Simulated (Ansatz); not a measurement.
Substrate model: Si(111) 1x1 surface, 6 top atoms, 3 bilayers, bottom bilayer H-capped and fixed, every top atom capped by H; cell 11.5 x 6.6 Å; one H replaced by SH; about 7 Å thick over the host's atoms, 18 atoms held. Method: PBE-D3(BJ) (plane waves to 420 eV, PAW; Ansatz, a first-principles code). k mesh 1 x 2 x 1. The slab states were run without spin polarisation. No spin-orbit coupling. No Hubbard U. Slab thickness, cell and mesh are as stated and are not converged limits. Energies are static: no zero-point or thermal part. Each state was relaxed from one prepared geometry.

End state of this step: WF6 exchanges a ligand with a surface S-H group and HF forms. Atoms near the product:

```csv
atom,x (Å),y (Å),z (Å)
Si(0),-0.002,6.683,9.512
Si(1),1.904,3.332,9.532
H(14),-0.024,6.727,11.009
H(15),1.901,3.281,11.028
Si(16),3.814,6.711,9.507
H(30),3.750,6.820,10.993
H(48),2.636,5.224,12.911
W(a0),5.985,4.469,13.156
F(a1),1.884,5.566,12.452
F(a2),6.136,5.979,14.275
F(a3),4.116,4.581,13.532
F(a4),7.840,4.558,12.993
F(a5),5.754,5.697,11.755
F(a6),6.115,3.209,14.504
```

What energy does it take to move HF into the gas, one a cell, with the surface relaxed behind it, and what are its closest contacts before it leaves?

0.31 eV. Its closest contacts to the rest of the cell: H(48)...F(a3) 1.73 Å, F(a1)...H(14) 2.66 Å, F(a1)...F(a3) 2.67 Å.
